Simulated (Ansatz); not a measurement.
A computed series for WC: response to strain

The reference is WC (space group P-6m2, No. 187; relaxed with 0.1 eV smearing).

```yaml
crystal:
  lattice:
    - [2.89911, 0.00000, 0.00000]
    - [-1.44955, 2.51070, 0.00000]
    - [0.00000, 0.00000, 2.82680]
  atoms:
    - { symbol: W, position: [0.00000, 0.00000, 0.00000] }
    - { symbol: C, position: [0.33333, 0.66667, 0.50000] }
```

Cartesian axes are those of the cell as printed.

Strains are applied to the cell and any free atomic positions relax; under biaxial strain the out-of-plane vector relaxes too.

Level of theory: Kohn–Sham DFT with the PBEsol functional, run in Ansatz (a first-principles code) with PAW and 420 eV plane waves, no SOC.

Candidates:
(a) biaxial strain −2.00 %, plane normal [001], relaxed out of plane
(b) biaxial strain +1.50 %, plane normal [001], relaxed out of plane
(c) biaxial strain +2.00 %, plane normal [001], relaxed out of plane
(d) biaxial strain −3.00 %, plane normal [001], relaxed out of plane

Order them by out-of-plane strain, lowest first.

(c) biaxial strain +2.00 %, plane normal [001], relaxed out of plane (-0.72 %), (b) biaxial strain +1.50 %, plane normal [001], relaxed out of plane (-0.55 %), (a) biaxial strain −2.00 %, plane normal [001], relaxed out of plane (+0.79 %), (d) biaxial strain −3.00 %, plane normal [001], relaxed out of plane (+1.23 %)

Stability against distortions was not tested. All final runs are without spin polarisation.
